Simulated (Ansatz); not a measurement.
## How far PBE-D3(BJ) and r2SCAN+rVV10 part for C

Start from C in the graphite type structure (space group P6_3/mmc, No. 194; a = 2.465 Å, c = 6.729 Å; layered, stacked along the Cartesian z axis).

(Cell as relaxed with PBE-D3(BJ).)

Levels (all Ansatz, a first-principles code, PAW, earlier PAW set): PBE-D3(BJ) (420 eV, spin-orbit coupling left out); r2SCAN+rVV10 (500 eV, no SOC).

Each level relaxes its own structure.

| quantity | PBE-D3(BJ) | r2SCAN+rVV10 |
|---|---|---|
| volume per atom | 8.85 Å³ | 8.71 Å³ |
| lattice parameter a | 2.465 Å | 2.455 Å |
| lattice parameter c | 6.729 Å | 6.671 Å |
| band gap | zero | zero |

PBE-D3(BJ)'s volume per atom lies 0.146 Å³ above r2SCAN+rVV10's (1.7 %); PBE-D3(BJ)'s lattice parameter a lies 0.010 Å above r2SCAN+rVV10's (0.4 %); PBE-D3(BJ)'s lattice parameter c lies 0.058 Å above r2SCAN+rVV10's (0.9 %); the two agree on the band gap. Neither level is exact; r2SCAN+rVV10 is the comparison here, not a measurement.

Whether these cells are dynamically stable was not tested.
